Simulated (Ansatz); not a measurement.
**The (0001) surface of bulk 2H MoSe2 in its 1x1 cell (cut with top plane Se, bottom plane Se), outermost plane spacing 1.67 Å in the ideal cut**

Level of theory: PBE with D3(BJ) dispersion (plane waves to 420 eV, PAW; Ansatz, a program for electronic structure).

Set-up: 9 atoms, Mo3Se6, 16.1 Å thick at the start; mesh 9x9x1; 0.025 eV smearing; dipole correction on; all atoms relaxed; start symmetry kept, larger cells not searched; no spin, no spin-orbit, no U.

```yaml
surface energy (mean of both faces): 0.30 J/m²
surface_energy_before_relaxation: 0.30 J/m²
gap_of_the_slab_on_its_k_mesh: 1.03 eV
highest_filled_level_below_the_top_vacuum_level: 4.96 eV
energy_released_by_relaxation: 0.000 eV
cost: around 3 core-minutes (rough)
```
